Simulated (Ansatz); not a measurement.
**5 layers of antimonene, started at parallel, shifted by (1/3,2/3) (facing Sb atop Sb, which symmetry holds and which is mostly a maximum against sliding; antimonene a predicted or substrate-bound sheet, here free)**

The numbers are results of PBE+D3(BJ) (plane waves to 420 eV, PAW; Ansatz, a first-principles code), not measurements. No spin–orbit coupling; with elements this heavy it can move edges by tenths of an eV. Its k-point mesh 9×9×1, Fermi–Dirac width 0.01 eV. A dipole correction is on.

gap between facing atomic planes: 3.94, 3.92, 3.92, 3.94 Å
step of the vacuum level across the stack (top less bottom): 0.00 eV
PBE gap over the mesh and listed points off it: 0.27 eV, indirect (lowest direct gap 0.92 eV)
valence and conduction edges under the vacuum level of the lower face: 4.31 and 4.03 eV

```
CELL_PARAMETERS angstrom
      4.06908     0.00000     0.00000
     -2.03454     3.52392     0.00000
      0.00000     0.00000    39.60000
ATOMIC_POSITIONS crystal
  Sb 0.33333 0.66667 0.19698
  Sb 0.66667 0.33333 0.23869
  Sb 0.66667 0.33333 0.33825
  Sb 0.00000 0.00000 0.38001
  Sb 0.00000 0.00000 0.47911
  Sb 0.33333 0.66667 0.52089
  Sb 0.33333 0.66667 0.61999
  Sb 0.66667 0.33333 0.66175
  Sb 0.66667 0.33333 0.76131
  Sb 0.00000 0.00000 0.80302
```
